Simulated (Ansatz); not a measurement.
hcp Re (0 0 1) on alpha quartz (1 0 0) (film strained to the substrate, started from cuts of the bulks and a machine-learned relaxation; slabs Si7O16 and Re24, which can lie off the formulas)

A periodic stack without vacuum, hcp Re (0 0 1) on alpha quartz (1 0 0) (film strained to the substrate, started from cuts of the bulks and a machine-learned relaxation; slabs Si7O16 and Re24, which can lie off the formulas): substrate slab Si7O16, film Re24, surface cells [[0, 1], [-1, 0]] and [[-2, 0], [-1, -2]], film strained by -0.8 and +4.4 %, outermost planes O/O and Re/Re as cut, which need not be the usual terminations and can put a slab off its formula.

The start was prepared with a machine-learned potential, and the result is one local minimum, with the in-plane cell held and forces under 0.04 eV/Å; the film can end far from its bulk form.

Calculation: PBE (plane waves to 420 eV, PAW; Ansatz, a first-principles code). Scalar-relativistic, without spin–orbit coupling; the runs are not spin-polarised; PBE gaps are too small against experiment. Its k-point mesh 5×5×1, Fermi–Dirac width 0.05 eV.

- interface area = 27.7 Å²
- period = 25.78 Å
- heights between the nearest atoms of the two slabs at the two interfaces = 1.87 and 1.91 Å
- O–Re contacts across the interfaces within 1.22 times the sum of covalent radii = 4, mean 1.94 Å

```yaml
crystal:
  lattice:
    - [5.50937, -0.00006, -0.04318]
    - [-0.00024, 5.02102, -0.03355]
    - [-2.49988, 1.08299, 25.79682]
  atoms:
    - { symbol: Si, position: [0.35742, 0.80623, 0.07916] }
    - { symbol: O, position: [0.22025, 0.95898, 0.12217] }
    - { symbol: O, position: [0.46779, 0.03833, 0.04199] }
    - { symbol: O, position: [0.17267, 0.62059, 0.04203] }
    - { symbol: O, position: [0.57691, 0.61715, 0.10698] }
    - { symbol: Si, position: [0.42419, 0.26453, 0.24827] }
    - { symbol: Si, position: [0.04877, 0.98828, 0.16893] }
    - { symbol: Si, position: [0.71699, 0.49562, 0.16094] }
    - { symbol: O, position: [0.32202, 0.44501, 0.29215] }
    - { symbol: O, position: [0.92969, 0.70112, 0.18210] }
    - { symbol: O, position: [0.52461, 0.46132, 0.20423] }
    - { symbol: O, position: [0.20698, 0.07964, 0.22167] }
    - { symbol: O, position: [0.83685, 0.20864, 0.15059] }
    - { symbol: O, position: [0.64369, 0.07284, 0.27485] }
    - { symbol: Si, position: [0.49045, 0.74944, 0.41738] }
    - { symbol: Si, position: [0.13190, 0.46515, 0.33588] }
    - { symbol: Si, position: [0.79982, 0.96215, 0.32785] }
    - { symbol: O, position: [0.38007, 0.96223, 0.45535] }
    - { symbol: O, position: [0.01190, 0.17487, 0.34650] }
    - { symbol: O, position: [0.62525, 0.91852, 0.37412] }
    - { symbol: O, position: [0.27415, 0.56585, 0.38969] }
    - { symbol: O, position: [0.91899, 0.67907, 0.31516] }
    - { symbol: O, position: [0.68025, 0.54937, 0.45354] }
    - { symbol: Re, position: [0.73982, 0.49562, 0.52786] }
    - { symbol: Re, position: [0.22586, 0.48428, 0.54091] }
    - { symbol: Re, position: [0.44252, 0.99292, 0.53029] }
    - { symbol: Re, position: [0.96045, 0.99565, 0.54074] }
    - { symbol: Re, position: [0.51590, 0.65505, 0.61600] }
    - { symbol: Re, position: [0.00674, 0.64770, 0.61996] }
    - { symbol: Re, position: [0.26425, 0.14739, 0.62035] }
    - { symbol: Re, position: [0.75437, 0.15491, 0.61789] }
    - { symbol: Re, position: [0.80363, 0.45801, 0.70688] }
    - { symbol: Re, position: [0.30449, 0.46389, 0.70612] }
    - { symbol: Re, position: [0.55423, 0.95948, 0.70668] }
    - { symbol: Re, position: [0.05365, 0.96223, 0.70589] }
    - { symbol: Re, position: [0.59539, 0.61955, 0.79061] }
    - { symbol: Re, position: [0.09486, 0.62211, 0.78967] }
    - { symbol: Re, position: [0.34459, 0.12375, 0.78966] }
    - { symbol: Re, position: [0.84610, 0.11750, 0.79031] }
    - { symbol: Re, position: [0.89007, 0.43462, 0.87619] }
    - { symbol: Re, position: [0.38217, 0.42743, 0.87862] }
    - { symbol: Re, position: [0.63291, 0.93369, 0.87638] }
    - { symbol: Re, position: [0.14571, 0.92641, 0.88034] }
    - { symbol: Re, position: [0.66490, 0.58594, 0.95579] }
    - { symbol: Re, position: [0.15658, 0.58887, 0.96677] }
    - { symbol: Re, position: [0.45702, 0.08758, 0.96796] }
    - { symbol: Re, position: [0.93086, 0.09595, 0.95543] }
```
